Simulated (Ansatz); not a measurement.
## InHO2, response to strain

The reference is InHO2 (space group Pnnm, No. 58; a = 4.521 Å, b = 5.282 Å, c = 3.287 Å; a cell from a computed database, its experimental status unchecked). Axes: x, y, z lie along a, b, c of the conventional cell.

Strains are applied to the cell and any free atomic positions relax; under biaxial strain the out-of-plane vector relaxes too.

Levels (all Ansatz, a program for electronic structure, PAW): PBEsol (420 eV, scalar-relativistic without spin-orbit coupling); r2SCAN (500 eV, without spin-orbit coupling); HSE06 (420 eV, scalar-relativistic without spin-orbit coupling).

Band gaps by level, all at the geometries relaxed with PBEsol:

| case | PBEsol | r2SCAN | HSE06 |
|---|---|---|---|
| base | 1.98 eV | 2.66 eV | 3.66 eV |
| biaxial strain −3.23 %, plane normal [001], relaxed out of plane | 2.13 eV | ? | ? |
| biaxial strain −2.91 %, plane normal [001], relaxed out of plane | 2.13 eV | 2.80 eV | 3.81 eV |
| biaxial strain −2.04 %, plane normal [001], relaxed out of plane | 2.11 eV | ? | 3.78 eV |
| biaxial strain +1.89 %, plane normal [001], relaxed out of plane | 1.78 eV | ? | 3.43 eV |

Problem. Complete the table.

Solution. 
- biaxial strain −3.23 %, plane normal [001], relaxed out of plane, r2SCAN: 2.81 eV
- biaxial strain −3.23 %, plane normal [001], relaxed out of plane, HSE06: 3.82 eV
- biaxial strain −2.04 %, plane normal [001], relaxed out of plane, r2SCAN: 2.78 eV
- biaxial strain +1.89 %, plane normal [001], relaxed out of plane, r2SCAN: 2.45 eV

Single points use the geometry relaxed with PBEsol. The hybrid gap comes from the SCF mesh plus the semilocal run's edge points and a few special points and is an upper bound. Stability against distortions was not tested.
